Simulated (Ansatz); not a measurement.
# Si: energy against volume

Si (diamond, Fd-3m, 20.054 Å³/atom and stress up to 0.01 GPa in the relaxed cell, cube axes along x, y and z) under an equal strain ε along all three axes. PBEsol in Ansatz, a plane-wave DFT program (PAW, default set), 420 eV, 11×11×11 Γ-centred mesh, Fermi-Dirac smearing 0.05 eV; ions are relaxed, or left where forces stay under 0.02 eV/Å, within the symmetry of each cell.

Here V stands for volume and E for E less E0.

| volume (Å³/atom) | E less E0 (meV/atom) | pressure (GPa) |
|---|---|---|
| 18.8751 | 22.52 | 6.45 |
| 19.1655 | 12.46 | 4.67 |
| 19.4589 | 5.45 | 3.01 |
| 19.7552 | 1.33 | 1.45 |
| 20.0545 | 0.00 | -0.01 |
| 20.3568 | 1.31 | -1.36 |
| 20.6622 | 5.13 | -2.63 |
| 20.9705 | 11.34 | -3.81 |
| 21.2820 | 19.83 | -4.91 |
| 21.9141 | ? | ? |

The 9 complete rows are fitted with the third-order Birch-Murnaghan form, a cubic in V^(-2/3), E against V. With u = V^(-2/3) - 0.136, the rows have u = 0.005061, 0.003633, 0.002225, 0.000840, -0.000525, -0.001870, -0.003195, -0.004499, -0.005786. Least squares gives E = 0.199 + 750.6·u + 719936·u² + 645236·u³. Residuals (row less fit): -0.002, 0.001, 0.010, -0.008, -0.003, 0.001, 0.001, 0.004, -0.003; standard error 0.006 (degrees of freedom: 5). Its minimum lies at u = -0.000522, so V0 = (0.135478)^(-3/2) = 20.05. There d²E/du² = 1438000 and d³E/du³ = 3871000, so B0 = (4/9) × 20.05^(-7/3) × 1438000 × 0.160218 = 93.7 GPa (the last factor turns the table's units into GPa), and B0' = 4 + (2/3) × 0.135478 × (3871000)/1438000 = 4.2. B0' rests on the cubic coefficient alone and has a standard error of 0.1 from these residuals.

Task: What does the fit predict for E at V = 21.9141, and how far is the calculated value from it?

Result: u = -0.008302, so E = 0.199 + 750.6 × (-0.008302) + 719936 × (-0.008302)² + 645236 × (-0.008302)³ = 43.219 meV/atom. The calculation gives 43.17 meV/atom, 0.049 meV/atom below the prediction (0.1 % of the range of E in the table). The row lies outside the fitted rows, so this is an extrapolation. From the scatter of the fitted rows alone, a prediction at this place has a standard error of 0.026 meV/atom, so the miss is 1.9 times that.

Other structures, which can take over under pressure, weren't tried. The same form fitted to the pressure column gives B0' = 4.2; series where the two differ by over 0.4 aren't shown. Rows are the converged runs of the series near zero and its far end, less any whose ions stayed unrelaxed beside relaxed ones; series whose fitted rows scatter by over a few per cent of the range, as at a crossing or softening among them, aren't shown in this form.
